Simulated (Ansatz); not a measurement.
# Ti under a change: biaxial strain +1.50 %, plane normal [001], relaxed out of plane

Consider Ti in the hcp (Mg type) structure (space group P6_3/mmc, No. 194; a = 2.8644 Å, c = 4.5373 Å; relaxed with 0.1 eV smearing). Axes: x lies along a and z along c of the hexagonal cell.

Modification: tensile biaxial strain of 1.50 % in the plane normal to [001], as in epitaxy on a mismatched substrate; the out-of-plane cell vector and the atoms relax.

Level of theory: Kohn–Sham DFT with the LDA functional, run in Ansatz (a quantum-chemistry and plane-wave program) with PAW and 420 eV plane waves, no spin-orbit coupling. Γ-centred 23×23×13 mesh, Fermi–Dirac width 0.1 eV.

| quantity | base | changed | shift |
|---|---|---|---|
| volume per atom | 16.12 Å³ | 16.39 Å³ | +0.27 Å³ |
| space group | P6_3/mmc (No. 194) | P6_3/mmc (No. 194) | – |
| shortest interatomic distance | 2.807 Å | 2.798 Å | -0.009 Å |
| pressure (mean of the normal stresses, compression positive) | 0.0 GPa | -1.9 GPa | -1.9 GPa |
| band gap | zero | zero | – |
| out-of-plane strain | – | -1.32 % | – |
| mean in-plane stress (compression positive) | – | -2.9 GPa | – |

Final structure (turned so that z lies along the plane normal):

```xyz
2
Lattice="2.9074 0.0000 0.0000 1.4537 2.5178 0.0000 0.0000 0.0000 4.4774" Properties=species:S:1:pos:R:3 pbc="T T T"
Ti     2.9074     1.6786     3.3580
Ti     1.4537     0.8393     1.1193
```

Stability against distortions was not tested. The final runs are not spin-polarised.
